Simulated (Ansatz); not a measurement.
Surface energy of faces of MnP-type NiSi in PBE and in r2SCAN, in Ansatz (plane waves, PAW). Symmetric slabs relaxed with PBE from ideal cuts in 1x1 cells (the lowest computed cut and spin start of each face; real faces may reconstruct in larger cells); r2SCAN values are single points on them, with the bulk at the same level. No spin-orbit coupling, no U.

```
face   PBE (J/m²)  r2SCAN (J/m²)
-----  ----------  -------------
(001)        1.86              ?
(010)        1.83           1.99
(011)        1.56           1.69
(100)        2.10           2.35
(101)        1.82           2.01
(110)        1.83           1.94
(111)        1.62           1.79
```

Task: Fit a straight line y = a·x + b by least squares to the 6 complete rows (x: PBE (J/m²); y: r2SCAN (J/m²)).

Result: the means are x̄ = 1.7933 and ȳ = 1.9617; Σ(x − x̄)² = 0.18193 and Σ(x − x̄)(y − ȳ) = 0.21377, so a = 1.175 and b = ȳ − a·x̄ = -0.145. The largest residual is 0.065.

Task: What does the line predict for the withheld row, (001), and what did the calculation give?

Result: the line gives 2.04; the calculation gave 2.03, a miss of -0.01, of the size of the fitted rows' scatter and rounding.

Ansatz is a program for electronic structure.
